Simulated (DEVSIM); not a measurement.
System: Au/Al2O3/p-In0.53Ga0.47As capacitor, at 400 K.

| layer (left to right) | material | thickness (nm) | Na (cm⁻³) |
|---|---|---|---|
| 1 | Al2O3 | 13.0 | - |
| 2 | In0.53Ga0.47As | 13000 | 2e15 |

Metal gate on the left, work function 5.1 eV. Fixed charge at the semiconductor interface 1.4e10 cm⁻² (in units of +e); no interface traps.

The device is made up for the run: typed textbook-type constants, with dimensions and the other settings drawn at random. Values at 300 K; Nc and Nv go as T^1.5, mobilities as T to minus their exponent, the gap by Varshni's rule with the affinity fixed.

```tsv
parameter	Al2O3	In0.53Ga0.47As
gap (eV)	6.8	0.74
affinity (eV)	1.35	4.51
permittivity	9	13.9
Nc (cm⁻³)	-	2.1e17
Nv (cm⁻³)	-	7.7e18
Varshni α (eV/K)	-	0.00035
Varshni β (K)	-	190
```

Simulated with DEVSIM: 1D Poisson equation in equilibrium, Boltzmann statistics, complete ionisation; no quantum confinement or tunnelling. Metal contacts follow the ideal Schottky-Mott rule: no Fermi-level pinning, no interface dipoles.

Base results: minimum of the low-frequency capacitance (μF/cm²) 0.0403; flat-band voltage (V) 0.18; threshold voltage (band bending 2φF) (V) 0.43.

Question: What follows from this one change: temperature 400 → 450 K?

Answer: minimum of the low-frequency capacitance 0.0403 → 0.0572 μF/cm²; flat-band voltage 0.18 → 0.24 V; threshold voltage (band bending 2φF) 0.43 → 0.40 V.

Question: What follows from this one change: substrate doping 2e+15 → 4e+15 cm^-3?

Answer: minimum of the low-frequency capacitance 0.0403 → 0.0486 μF/cm²; flat-band voltage 0.18 → 0.15 V; threshold voltage (band bending 2φF) 0.43 → 0.47 V.

Question: What follows from this one change: interface trap density 0 → 3e+11 cm^-2 eV^-1?

Answer: minimum of the low-frequency capacitance 0.0403 → 0.0793 μF/cm²; flat-band voltage 0.18 → 0.16 V; threshold voltage (band bending 2φF) little changed (0.44 V).
